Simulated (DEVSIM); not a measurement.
Structure: abrupt Si p-n junction, at 400 K.

Layer 1 from the left is Si, thickness (μm) 9.10, Na (cm⁻³) 2.2e16, τn (s) 0.00018, τp (s) 0.00018. Layer 2 from the left is Si, thickness (μm) 0.750, Nd (cm⁻³) 7.1e14, τn (s) 0.00018, τp (s) 0.00018.

Left contact: ohmic. Right contact: ohmic. Voltage is applied to the left contact. Recombination: SRH at mid-gap, radiative. Mobility is constant in doping.

The device is made up for the run: typed textbook-type constants, with dimensions and the other settings drawn at random. Values at 300 K; Nc and Nv go as T^1.5, mobilities as T to minus their exponent, the gap by Varshni's rule with the affinity fixed.

Si: gap (eV) 1.124, affinity (eV) 4.05, permittivity 11.7, Nc (cm⁻³) 2.86e19, Nv (cm⁻³) 3.1e19, μn (cm²/Vs) 1417, μp (cm²/Vs) 470, T exponent of μn 2.3, T exponent of μp 2.2, B (cm³/s) 4.7e-15, Varshni α (eV/K) 0.000473, Varshni β (K) 636.

Model (solved in DEVSIM): 1D drift-diffusion, Boltzmann statistics, complete ionisation; no tunnelling, impact ionisation, image-force lowering or self-heating.

### Question
What does the simulation give for the largest field in the device at zero bias, the dark forward voltage at 1 A/cm², the dark forward voltage at 100 A/cm², the potential step across the device at zero bias?

### Answer
largest field in the device at zero bias 12000 V/cm; dark forward voltage at 1 A/cm² 0.215 V; dark forward voltage at 100 A/cm² 0.534 V; potential step across the device at zero bias 0.451 V.
